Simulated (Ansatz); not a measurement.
TiC with two functionals, pressure 4.5 GPa

Start from TiC in the rock salt structure (space group Fm-3m, No. 225; a = 4.333 Å).

(Cell as relaxed with PBE.)

Levels (all Ansatz, a first-principles code, PAW, earlier PAW set): PBE (420 eV, no spin-orbit coupling); r2SCAN (500 eV, spin-orbit coupling left out).

Each level relaxes its own structure.

| base | PBE | r2SCAN |
|---|---|---|
| volume per atom | 10.17 Å³ | 10.14 Å³ |
| lattice parameter a | 4.333 Å | 4.329 Å |
| band gap | zero | zero |

One thing is altered: cell and atoms relaxed at a pressure of 4.5 GPa.

| quantity | PBE | r2SCAN |
|---|---|---|
| band gap | zero | [?] |
| shortest interatomic distance | 2.154 Å | [?] |

### Question
What does r2SCAN give?

### Answer

- band gap, r2SCAN: zero
- shortest interatomic distance, r2SCAN: 2.152 Å

The two agree on the band gap. Neither level is exact; r2SCAN is the comparison here, not a measurement.

Load acts through the strain it causes; cell and atoms are relaxed under it. Whether these cells are dynamically stable was not tested. All final runs are without spin polarisation.
